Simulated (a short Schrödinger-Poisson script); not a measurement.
Solved with a short Schrödinger-Poisson script written for these runs: one-band effective-mass equation with BenDaniel-Duke matching, electrons, heavy and light holes apart, hard walls at the outer ends, one valence edge for both holes (no strain splitting), no charge, excitons, band mixing or non-parabolicity; under a field the levels are quasi-bound states of a box, listed while three quarters of their weight lies within 4 nm of the wells.

System: single In0.1Ga0.9As/GaAs quantum well.

From the first side: 20 nm GaAs; 15 nm In0.1Ga0.9As; 20 nm GaAs.

The device is made up for the run: typed textbook-type constants, with dimensions and the other settings drawn at random. In0.1Ga0.9As: direct gap (eV) 1.324, conduction-band edge (eV) 0, electron mass (mₑ) 0.063, heavy-hole mass 0.37, light-hole mass 0.08. GaAs: direct gap (eV) 1.424, conduction-band edge (eV) 0.065, electron mass (mₑ) 0.067, heavy-hole mass 0.377, light-hole mass 0.09.

The valence-band edge of each layer lies one gap below its conduction-band edge. The electron's potential energy rises along the stack by the applied field. Mesh 0.03 nm at interfaces.

Problem. Give the squared e1-hh1 overlap at zero applied field; the e2 − e1 (meV); the e1 above the well's band edge (meV).

Solution. squared e1-hh1 overlap at zero applied field: 0.98; e2 − e1 (meV): 34.6; e1 above the well's band edge (meV): 12.9. Excitons are left out, and strain enters only through the typed gaps and offsets, so measured lines lie elsewhere.
